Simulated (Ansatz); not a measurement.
**Si under a change: biaxial strain −1.50 %, plane normal [001], relaxed out of plane**

The reference is Si in the diamond structure (space group Fd-3m, No. 227; a = 5.4021 Å). Axes: x, y, z lie along the cube axes.

It is then changed as follows: biaxial strain −1.50 %, plane normal [001], relaxed out of plane (Cartesian); in-plane vectors clamped, the third vector and the atoms free.

Computed with LDA/PAW in Ansatz (a program for electronic structure), spin-orbit coupling left out. k-mesh 11×11×11 (Γ-centred); smearing 0.05 eV (Fermi–Dirac).

The volume per atom shrinks by 0.36 Å³, from 19.71 Å³ to 19.35 Å³ and the space group becomes I4_1/amd (No. 141) (base: Fd-3m (No. 227)). The shortest interatomic distance drops by 0.014 Å to 2.325 Å and the energy increases by 4.9 meV/atom. The pressure (mean of the normal stresses, compression positive) increases by 1.82 GPa to 1.81 GPa and the band gap decreases by 0.18 eV, from 0.45 eV to 0.27 eV. The gap character is indirect, Γ → Γ–X (87 % along) and the smallest direct gap falls by 0.087 eV to 2.45 eV. The electron mass goes from 0.93 mₑ along k, 0.19 mₑ across (off the special points) to 0.92 mₑ along k, 0.19 mₑ across (off the special points) and the valence-band top at Γ (three highest levels, from the VBM) becomes 0.00, 0.00, -0.20 eV (base: 0.00, 0.00, 0.00 eV). The valley order (the lowest conduction-band minima on the path, energy above the VBM, named in the base's zone) goes from a point along ⟨100⟩, about 1.0 Å⁻¹ from Γ 0.45 eV; L along ⟨111⟩ 1.48 eV to a point along [100], about 1.0 Å⁻¹ from Γ 0.27 eV; a point along [001], about 1.0 Å⁻¹ from Γ 0.51 eV; L along [1-1-1] 1.44 eV and the out-of-plane strain is +1.19 %. The ratio −ε⊥/ε∥ comes out as 0.79 and the mean in-plane stress (compression positive) is +2.7 GPa.

Masses are band curvatures over ±0.01 Å⁻¹ around the edge. Along k means along the line from Γ to the band edge. Whether these cells are dynamically stable was not tested. The zero or small gap of Si under biaxial strain −1.50 %, plane normal [001], relaxed out of plane can change with the level of theory. k-point labels follow each cell's own Brillouin zone.
